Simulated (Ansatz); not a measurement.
# Ru under a change: biaxial strain −0.50 %, plane normal [001], relaxed out of plane

The reference is Ru in the hcp (Mg type) structure (space group P6_3/mmc, No. 194; a = 2.6914 Å, c = 4.2489 Å; relaxed with 0.1 eV smearing). Axes: x lies along a and z along c of the hexagonal cell.

Perturbation: biaxial strain −0.50 %, plane normal [001], relaxed out of plane (Cartesian); in-plane vectors clamped, the third vector and the atoms free.

Level of theory: PBEsol/PAW in Ansatz (a quantum-chemistry and plane-wave program), no spin-orbit coupling. Settings: 25×25×14 k-points, 0.1 eV Fermi–Dirac smearing.

The volume per atom shrinks by 0.10 Å³, from 13.33 Å³ to 13.23 Å³ and the space group stays P6_3/mmc (No. 194). The shortest interatomic distance stays 2.632 Å and the pressure (mean of the normal stresses, compression positive) goes from zero to 2.5 GPa. The band gap remains zero and the out-of-plane strain comes out as +0.27 %. The mean in-plane stress (compression positive) is +3.8 GPa.

Final structure (turned so that z lies along the plane normal):

```
CELL_PARAMETERS angstrom
      2.67794     0.00000     0.00000
      1.33897     2.31916     0.00000
      0.00000     0.00000     4.26027
ATOMIC_POSITIONS crystal
  Ru 0.66667 0.66667 0.75000
  Ru 0.33333 0.33333 0.25000
```

Stability against distortions was not tested. All final runs are without spin polarisation.
